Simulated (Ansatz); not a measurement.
Base system: EuO in the rock salt structure (space group Fm-3m, No. 225; a = 5.062 Å; ferromagnetic).

Structures relaxed with Ansatz (a quantum-chemistry and plane-wave program) PBE, spin-orbit coupling left out.

Base:

Simulated powder pattern, Cu Kα1, λ = 1.54056 Å (kinematic, ideal powder, no thermal factors, no anomalous dispersion; the 8 strongest lines at most, above 2 %, up to 2θ = 90°):

```tsv
2θ (°)	I/Imax (%)	hkl
30.57	100	(111)
35.44	80	(200)
50.99	55	(220)
60.63	45	(311)
63.63	18	(222)
74.99	8.4	(400)
83.11	19	(331)
85.78	24	(420)
```

The change: a hydrostatic pressure of 3 GPa.

Task: How do the reflections move or split?

Result: 
Simulated powder pattern, Cu Kα1, λ = 1.54056 Å (kinematic, ideal powder, no thermal factors, no anomalous dispersion; the 8 strongest lines at most, above 2 %, up to 2θ = 90°):

```json
[
 {"2θ (°)": "30.87", "I/Imax (%)": "100", "hkl": "(111)"},
 {"2θ (°)": "35.80", "I/Imax (%)": "79", "hkl": "(200)"},
 {"2θ (°)": "51.52", "I/Imax (%)": "54", "hkl": "(220)"},
 {"2θ (°)": "61.28", "I/Imax (%)": "45", "hkl": "(311)"},
 {"2θ (°)": "64.32", "I/Imax (%)": "18", "hkl": "(222)"},
 {"2θ (°)": "75.85", "I/Imax (%)": "8.4", "hkl": "(400)"},
 {"2θ (°)": "84.10", "I/Imax (%)": "19", "hkl": "(331)"},
 {"2θ (°)": "86.82", "I/Imax (%)": "24", "hkl": "(420)"}
]
```

The indices refer to the base's conventional cell; one index is shown for lines that coincide.

The magnetic state is the one reached from the starting moments; the real material's order can differ, and small cells can't hold many antiferromagnetic ones. The state of the 4f shell was not checked for lower solutions. Load acts through the strain it causes; cell and atoms are relaxed under it. No phonon test of stability was made. No Hubbard U is applied, and correlation can decide whether such a compound is a metal.
